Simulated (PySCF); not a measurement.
PySCF 2.14.0, TPSSH/def2-svp, df: Zr(F)3(OtBu) (CC(C)(C)[O][Zr]([F])([F])[F]), 18 atoms. The geometry is a generated start, not checked to be a minimum at this level.

| Property | Value |
|---|---|
| task | energy |
| method | tpssh |
| basis | def2-svp |
| two-electron scheme | density fitting |
| mol.max_memory | 3000 MB |
| mf.max_cycle | 100 |
| mf.init_guess | minao (default) |
| mf.DIIS | CDIIS (default) |
| mf.conv_tol | 1e-09 (default) |
| mf.grids.level | 3 (default) |
| effective core potentials | those of the basis set, past Kr |
| basis functions | 188 |
| grid points | 224008 |

```xyz
18

Zr    -1.0704     0.8198     1.8026
F     -0.9715     2.5277     1.0605
F     -0.6669     1.0158     3.6122
F     -2.8014     0.1507     1.5947
O      0.1483    -0.4436     1.2026
C      0.3432    -0.3487    -0.1877
C      1.3215     0.8144    -0.4550
C      0.9207    -1.6779    -0.6966
C     -1.0238    -0.0773    -0.8759
H      1.6324     0.8364    -1.4985
H      2.2036     0.6736     0.1758
H      0.8519     1.7708    -0.1927
H      1.8592    -1.8818    -0.1859
H      1.0960    -1.6459    -1.7694
H      0.2246    -2.4812    -0.4665
H     -1.4132     0.9239    -0.6110
H     -1.7390    -0.8446    -0.5499
H     -0.9152    -0.1321    -1.9592
```

Charge 0 and multiplicity 1 are set for this test and not shown to be the ground state.

One run each on 2 threads, 1 BLAS thread. Values of diis_space tried: 3, 5, 8 (default), 12, 20.

Question: Which value of diis_space needs the fewest Fock builds, and what happens away from it?

Answer: Fewest Fock builds, within one of each other: 5 with 14, 8 (default) with 14, 12 with 14, 20 with 14. The count rises to 24 at 3. All converge to one solution.

```
diis_space   Fock builds            end
-----------  -----------  -------------
3                     24  same solution
5                     14  same solution
8 (default)           14  same solution
12                    14  same solution
20                    14  same solution
```
